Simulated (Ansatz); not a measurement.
**Point defects in YN**

The reference is a 24-atom supercell of YN in the rock salt structure (space group Fm-3m, No. 225; a = 4.856 Å) at its relaxed geometry.

One neutral defect a cell, atoms relaxed at fixed cell.

Level of theory: PBEsol (Ansatz, a first-principles code; PAW; 420 eV plane waves; scalar-relativistic without spin-orbit coupling).

```csv
case,pressure,gap of the supercell,largest displacement of a host atom from its site in the perfect cell
perfect supercell,0.0 GPa,0.08 eV,–
"N interstitial (started 1.72 Å from the nearest host atom), symmetric start",4.8 GPa,zero,0.35 Å
H interstitial (started 2.10 Å from the nearest host atom),___,zero,0.05 Å
N vacancy,0.7 GPa,zero,___
Y interstitial (started 1.72 Å from the nearest host atom),12.6 GPa,zero,___
"Al on a Y site, symmetric start",-4.70 GPa,0.25 eV,0.07 Å
```

Some entries are withheld; estimate them.


- H interstitial (started 2.10 Å from the nearest host atom), pressure: 0.6 GPa
- N vacancy, largest displacement of a host atom from its site in the perfect cell: 0.06 Å
- Y interstitial (started 1.72 Å from the nearest host atom), largest displacement of a host atom from its site in the perfect cell: 0.53 Å

In so small a cell the defect repeats every few ångströms: this is an ordered compound, not a dilute defect. A case with no gap was solved on a k-mesh chosen for an insulator, which is coarse for it. Defects with a symmetric start kept the site's symmetry and may sit on a saddle; the others started slightly shaken. All final runs are without spin polarisation. The zero or small gap of YN can change with the level of theory.
